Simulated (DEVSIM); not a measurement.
System: illuminated Si n-on-p cell, one wavelength, at 350 K.

| layer (left to right) | material | thickness (μm) | Nd (cm⁻³) | Na (cm⁻³) | τn (s) | τp (s) | absorption coefficient (cm⁻¹) |
|---|---|---|---|---|---|---|---|
| 1 | Si | 0.770 | 2.2e18 | - | 4.6e-7 | 1.4e-6 | 17000 |
| 2 | Si | 92.0 | - | 5.7e15 | 3.8e-6 | 3.8e-6 | 17000 |

Left contact: ohmic, minority hole recombination velocity 200 cm/s. Right contact: ohmic, minority electron recombination velocity 2000 cm/s. Voltage is applied to the left contact. Recombination: SRH at mid-gap, radiative, Auger. Gap narrowing is on: ΔEg = 6.92 meV × (l + √(l² + 0.5)), l = ln(N/1.3e17 cm⁻³), shared equally by both band edges. Light enters at the left, 1.2e18 photons cm⁻² s⁻¹, one pass, no reflection. Mobility is μmin + (μ − μmin)/(1 + (N/Nref)^α).

Constants are typed, rounded textbook-type inputs, not results; the design itself was drawn at random and stands for no fabricated device. Values at 300 K; Nc and Nv go as T^1.5, mobilities as T to minus their exponent, the gap by Varshni's rule with the affinity fixed.

```tsv
parameter	Si
gap (eV)	1.124
affinity (eV)	4.05
permittivity	11.7
Nc (cm⁻³)	2.86e19
Nv (cm⁻³)	3.1e19
μn (cm²/Vs)	1417
μp (cm²/Vs)	470
μn,min	52
μp,min	45
Nref,n	9.7e16
Nref,p	2.2e17
αn	0.68
αp	0.72
T exponent of μn	2.3
T exponent of μp	2.2
B (cm³/s)	4.7e-15
Cn (cm⁶/s)	2.8e-31
Cp (cm⁶/s)	9.9e-32
Varshni α (eV/K)	0.000473
Varshni β (K)	636
```

Simulated with DEVSIM: 1D drift-diffusion, Boltzmann statistics, complete ionisation; no tunnelling, impact ionisation, image-force lowering or self-heating.

Question: Give the dark forward current.

Answer: 
(V (V), J (A/cm²)): (-0.05, -1.0e-7); (-0.10, -4.6e-7); (-0.15, -2.0e-6); (-0.20, -9.1e-6); (-0.25, -4.4e-5); (-0.30, -0.00022); (-0.35, -0.0012); (-0.40, -0.0060); (-0.45, -0.031); (-0.50, -0.15); (-0.55, -0.62); (-0.60, -2.1); (-0.65, -6.6); (-0.70, -19); (-0.75, -50); (-0.80, -120); (-0.85, -270); (-0.90, -530); (-0.95, -930); (-1.00, -1500); (-1.05, -2100)
